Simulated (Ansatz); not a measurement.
We consider fluorite PtAl2, described by PBE-D3(BJ) in Ansatz (plane waves, PAW).

Settings: plane-wave cutoff 520 eV, 16×16×16 k mesh, Fermi–Dirac smearing 0.05 eV, scalar-relativistic PAW data made under PBE.

Results at a series of volumes:

```json
[
 {"V (Å³/atom)": "15.964", "E − E_lowest (meV/atom)": "29.85", "P (GPa)": "9.92"},
 {"V (Å³/atom)": "16.304", "E − E_lowest (meV/atom)": "12.78", "P (GPa)": "6.25"},
 {"V (Å³/atom)": "16.643", "E − E_lowest (meV/atom)": "3.08", "P (GPa)": "2.96"},
 {"V (Å³/atom)": "16.983", "E − E_lowest (meV/atom)": "0.00", "P (GPa)": "0.00"},
 {"V (Å³/atom)": "17.323", "E − E_lowest (meV/atom)": "2.86", "P (GPa)": "-2.65"},
 {"V (Å³/atom)": "17.662", "E − E_lowest (meV/atom)": "11.03", "P (GPa)": "-5.02"},
 {"V (Å³/atom)": "18.002", "E − E_lowest (meV/atom)": "23.98", "P (GPa)": "-7.15"}
]
```

Question: Estimate the bulk modulus from the pressures at 16.643 and 17.323 Å³/atom, and compare it with a fit to all energies.

Answer: B = −V dP/dV. Between V = 16.643 and 17.323 Å³/atom, dP/dV = (-2.65 − (2.96))/(17.323 − 16.643) = -8.25 GPa per Å³/atom; at the midpoint 16.983 Å³/atom this gives B ≈ 140 GPa. The third-order Birch–Murnaghan fit gives V0 = 16.983 Å³/atom, B0 = 140 GPa, B′ = 4.4, which lies within 1 % of that estimate.

Spin–orbit coupling is not included.

Static lattice: no zero-point or thermal effects.

Ansatz is a quantum-chemistry and plane-wave program.
